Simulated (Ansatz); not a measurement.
Consider MnRh in the CsCl type structure (space group Pm-3m, No. 221; a = 2.9874 Å; ferromagnetic).

The values are results of PBEsol, PAW, 420 eV (Ansatz, an electronic-structure program; without spin-orbit coupling), not measurements.

For the base:

| Property | Value |
|---|---|
| Volume per atom | 13.33 Å³ |

Now apply this change: spin polarisation is switched off and the cell is relaxed again.

Q: Estimate the effect on the energy relative to the base.

A: The energy rises by 0.46 eV/atom (to 0.01 eV only: unlike meshes or grids).

Q: How does this affect the volume per atom?

A: The volume per atom drops by 1.05 Å³ (13.33 Å³ → 12.28 Å³).

Other magnetic orders, which the real material may have, were not ruled out. Whether these cells are dynamically stable was not tested. Spin-polarised in the final run: base; the other runs are not.
